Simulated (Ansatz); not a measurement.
Base system: HfO2 in the fluorite structure (space group Fm-3m, No. 225; a = 5.098 Å).

Levels (all Ansatz, a first-principles code, PAW): PBE (420 eV, without spin-orbit coupling); r2SCAN (500 eV, scalar-relativistic without spin-orbit coupling); HSE06 (420 eV, no spin-orbit coupling); PBE+SOC (420 eV, with spin-orbit coupling).

One geometry, relaxed with PBE, under each level:

| level | band gap | lowest conduction level above the VBM at special points | electron mass | hole mass | pressure |
|---|---|---|---|---|---|
| PBE | 3.75 eV | X 3.75 eV; Γ 3.85 eV; K 4.27 eV; U 4.27 eV | 1.2 mₑ along k, 0.74 mₑ across (at X) | – | 0.00 GPa |
| r2SCAN | 4.24 eV | X 4.24 eV; Γ 4.36 eV; K 4.74 eV; U 4.74 eV | 1.2 mₑ along k, 0.77 mₑ across (at X) | 0.29 mₑ along k, 3.0 mₑ across (at X) | -5.97 GPa |
| HSE06 | 5.34 eV | X 5.34 eV; Γ 5.51 eV; K 5.89 eV | – | – | – |
| PBE+SOC | 3.75 eV | X 3.75 eV; Γ 3.85 eV; K 4.26 eV; U 4.26 eV | 1.2 mₑ along k, 0.75 mₑ across (at X) | – | -0.22 GPa |

Single points use the geometry relaxed with PBE. Their cutoffs differ, which shifts pressures a little. The hybrid gap comes from the SCF mesh plus the semilocal run's edge points and a few special points and is an upper bound. Differences between runs with and without spin-orbit coupling are approximate. Spin-orbit coupling, missing from the scalar runs, can matter with Hf. Masses are band curvatures over ±0.01 Å⁻¹ around the edge. Along k means along the line from Γ to the band edge. No phonon test of stability was made. This is not the structure that HfO2 has at room temperature and ambient pressure.
